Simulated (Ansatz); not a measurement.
tetragonal MoSi2 (0 0 1) on 3C silicon carbide (0 0 1) (film strained to the substrate, started from cuts of the bulks and a machine-learned relaxation; slabs C5Si6 and Mo4Si8, which can lie off the formulas)

A periodic stack without vacuum, tetragonal MoSi2 (0 0 1) on 3C silicon carbide (0 0 1) (film strained to the substrate, started from cuts of the bulks and a machine-learned relaxation; slabs C5Si6 and Mo4Si8, which can lie off the formulas): substrate slab C5Si6, film Mo4Si8, surface cells [[1, 0], [1, 1]] and [[0, 1], [-1, 0]], film strained by -3.7 and -3.7 %, outermost planes Si/Si and Si/Si as cut, which need not be the usual terminations and can put a slab off its formula.

The start was prepared with a machine-learned potential, and the result is one local minimum, with the in-plane cell held and forces under 0.04 eV/Å; the film can end far from its bulk form.

These are PBE (plane waves to 420 eV, PAW; Ansatz, a quantum-chemistry and plane-wave program) values and carry that method's errors. Spin–orbit coupling is left out; the runs are not spin-polarised; PBE gaps are too small against experiment. Its k-point mesh 10×10×1, Fermi–Dirac width 0.05 eV.

The interface area is 9.6 Å² and the period is 29.90 Å. The heights between the nearest atoms of the two slabs at the two interfaces comes out as 2.32 and 1.88 Å and the Si–Si contacts across the interfaces within 1.22 times the sum of covalent radii is 3, mean 2.40 Å. The estimate of the barrier is withheld, since the Fermi level falls at or inside a band of the host, which a slab this thin can't settle.

```
CELL_PARAMETERS angstrom
      3.09674     0.00004    -0.05158
      0.00020     3.09711     0.01239
      0.52761     1.41270    29.90376
ATOMIC_POSITIONS crystal
  C  0.88714 0.58875 0.06873
  C  0.88585 0.51516 0.21529
  C  0.38648 0.05169 0.14202
  C  0.88457 0.44316 0.36182
  C  0.38519 0.97907 0.28858
  Si 0.88678 0.07030 0.10548
  Si 0.38755 0.60840 0.03207
  Si 0.88554 0.99708 0.25187
  Si 0.38619 0.53335 0.17870
  Si 0.88427 0.92542 0.39788
  Si 0.38486 0.46113 0.32515
  Mo 0.88181 0.80280 0.65504
  Si 0.38141 0.28105 0.69936
  Si 0.88343 0.89033 0.47542
  Mo 0.38310 0.36768 0.52208
  Si 0.88269 0.84661 0.56507
  Si 0.38225 0.32483 0.60995
  Mo 0.87992 0.67028 0.92219
  Si 0.38042 0.14440 0.96920
  Si 0.88121 0.75860 0.74478
  Mo 0.38080 0.23665 0.78895
  Si 0.88050 0.71443 0.83416
  Si 0.38041 0.19179 0.87909
```
